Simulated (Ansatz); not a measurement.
Antifluorite K2Te was calculated with rVV10 (Ansatz, a program for electronic structure, PAW).

Settings: plane-wave cutoff 520 eV, 8×8×8 k mesh, Fermi–Dirac smearing 0.01 eV, scalar-relativistic PAW data made under PBE.

Cell (relaxed at this level):

Space group Fm-3m (No. 225); a = b = c = 8.1384 Å, α = β = γ = 90.00°

| atom | site | symmetry | x | y | z |
|---|---|---|---|---|---|
| K | 8c | -43m | 0.2500 | 0.2500 | 0.2500 |
| Te | 4a | m-3m | 0.0000 | 0.0000 | 0.0000 |
(The calculation used a cell of 3 atoms; values per cell refer to that cell.)

Estimate the bulk modulus B0, band gap, smallest direct gap on the k points sampled and pressure derivative B′ of the bulk modulus that the calculation returns.


* **bulk modulus B0**: 14.8 GPa
* **band gap**: 1.86 eV
* **smallest direct gap on the k points sampled**: 1.92 eV
* **pressure derivative B′ of the bulk modulus**: 4.5

Note: the relaxation could not lower the start's symmetry, so the cell can be a saddle point above a distorted one.

Spin–orbit coupling is not included; with these elements it can move the gap by several tenths of an eV or more.

The computed numbers hold no vibrational or temperature effects.
